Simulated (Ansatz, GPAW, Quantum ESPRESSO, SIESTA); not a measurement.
One structure in several programs: Zn2GeS3 (P3m1, 6 atoms in the cell)

Self-consistent single point.

```
Zn2GeS3
1.0
    3.85802     0.00000     0.00000
   -1.92901     3.34114     0.00000
    0.00000     0.00000    10.53289
Zn Ge S
2 1 3
Direct
  0.66667   0.33333   0.35154
  0.33333   0.66667   0.64820
  0.00000   0.00000   0.99998
  0.00000   0.00000   0.28468
  0.66667   0.33333   0.58446
  0.33333   0.66667   0.88114
```

Shared settings, as Ansatz (a program for electronic structure) writes them: kpoints.mp_grid.grid = 9 9 3; scf.occupations.method = fixed. Potentials and cutoffs stand in the table.

```json
[
 {"code": "Ansatz", "model": "PBEsol+U, PAW files made with PBE", "pressure (GPa)": "-2.34", "largest force (eV/Å)": "0.081", "gap on the mesh (eV)": "1.111", "cutoff": "30.9 Ry"},
 {"code": "GPAW", "model": "PBEsol+U, GPAW PAW datasets PBEsol (made by gpaw-setup)", "pressure (GPa)": "-2.88", "largest force (eV/Å)": "0.085", "gap on the mesh (eV)": "1.123", "cutoff": "800 eV"},
 {"code": "Quantum ESPRESSO", "model": "PBEsol+U, PSlibrary ultrasoft (PBE) pseudopotentials", "pressure (GPa)": "-2.20", "largest force (eV/Å)": "0.095", "gap on the mesh (eV)": "1.078", "cutoff": "50 Ry"},
 {"code": "SIESTA", "model": "GGA PBEsol+U, numerical atomic orbitals DZP, PseudoDojo PBEsol standard norm-conserving potentials (rewritten from UPF to PSML)", "pressure (GPa)": "-2.29", "largest force (eV/Å)": "0.373", "gap on the mesh (eV)": "1.170", "cutoff": "grid 300 Ry"}
]
```

Size of the force on each atom (eV/Å): Sizes of forces hide their directions.

```
code                Zn1    Zn2    Ge3     S4     S5     S6
----------------  -----  -----  -----  -----  -----  -----
Ansatz            0.079  0.002  0.081  0.023  0.046  0.023
GPAW              0.061  0.007  0.054  0.085  0.027  0.056
Quantum ESPRESSO  0.095  0.020  0.009  0.026  0.060  0.019
SIESTA            0.302  0.009  0.373  0.190  0.181  0.308
```

Hubbard term: [{species: Zn, l: d, u_eff: 7.0}] eV.

Gaps are read on the mesh.

On Ansatz's run: spin polarisation is off. The U value is a test value.

The spread over the programs that give each value: pressure within 0.68 GPa; largest force within 0.292 eV/Å; gap on the mesh within 0.092 eV.

SIESTA uses small atom-centred bases, whose incompleteness enters pressures, forces and empty levels differently from a plane-wave cutoff. Ansatz's pressure is given at a fixed set of plane waves, as the other plane-wave codes print theirs; with its correction for the finite basis it is -2.29 GPa. The same U acts on different projectors in each program, which moves gaps, moments and pressures. In the force vectors, SIESTA (by 0.427) lies more than 0.08 eV/Å from the median of the plane-wave programs.

The starting cell comes from a database of computed structures (which also holds hypothetical and non-ambient phases and stackings), without a prior relaxation at this level.

Keys are those of Ansatz 0.2.
